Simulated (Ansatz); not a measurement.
Start from Mo in the bcc (W type) structure (space group Im-3m, No. 229; a = 3.1510 Å; relaxed with 0.1 eV smearing).

The values are results of Ansatz (an electronic-structure program), r2SCAN, PAW, cutoff 500 eV, spin-orbit coupling left out, not measurements.

For the base:

```
Property    Value
--------  -------
Pressure  0.0 GPa
Band gap     zero
```

One thing is altered: an isotropic linear strain of +3.00 %; the atoms relax in the strained cell.

Problem. Estimate the effect on the energy relative to the base, pressure and band gap.

Solution. The energy rises by 98 meV/atom; the pressure goes from zero to -20.0 GPa; the band gap stays zero.

Whether these cells are dynamically stable was not tested. All final runs are without spin polarisation.
